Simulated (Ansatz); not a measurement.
```
CdS
1.0
    4.23300     0.00000     0.00000
   -2.11650     3.66589     0.00000
    0.00000     0.00000     6.53920
Cd S
2 2
Direct
  0.33333   0.66667   0.99317
  0.66667   0.33333   0.49317
  0.33333   0.66667   0.38183
  0.66667   0.33333   0.88183
```

Method: PBE with spin-orbit coupling, rigid bands (plane waves, PAW; Ansatz, a program for electronic structure). Condition of this run: biaxial stress in the c plane of -2.4 GPa (compression positive) (the target of the relaxation). Geometry: cell and atoms relaxed with PBEsol, then loaded as said.

Q: Predict the hole conductivity mass (n e² τ/σ) at 300 K, by direction if it differs.

A: 1.61 (x), 1.61 (y), 0.51 (z) mₑ.

Q: What conductivity effective mass do dilute electrons have at 300 K?

A: 0.142 mₑ.

Q: And the band gap?

A: 1.15 eV at this level; semilocal functionals usually fall short of the measured gap.

Rigid bands, one relaxation time for all states, no polarons. Geometry: cell and atoms relaxed with PBEsol.
